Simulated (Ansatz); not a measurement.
**Ge, response to strain**

The parent structure is Ge in the diamond structure (space group Fd-3m, No. 227).

```
Ge
1.0
    0.00000     2.88061     2.88061
    2.88061     0.00000     2.88061
    2.88061     2.88061     0.00000
Ge
2
Direct
  0.00000   0.00000   0.00000
  0.25000   0.25000   0.25000
```

Strains are applied to the cell and any free atomic positions relax.

Method: PBE/PAW in Ansatz (an electronic-structure program), scalar-relativistic without spin-orbit coupling.

Computed cases, in order: isotropic strain −5.25 %; isotropic strain −4.93 %; isotropic strain −0.37 %; the unstrained base.

Task: Between which two neighbouring cases does the band gap open or close?

Result: Between isotropic strain −4.93 % (0.41 eV) and isotropic strain −0.37 % (zero). The whole series: isotropic strain −5.25 %: 0.40 eV; isotropic strain −4.93 %: 0.41 eV; isotropic strain −0.37 %: zero; the unstrained base: zero.

Gaps are Kohn–Sham eigenvalue differences; semilocal functionals usually give less than the measured gap. Stability against distortions was not tested. The zero or small gap of Ge can change with the level of theory.
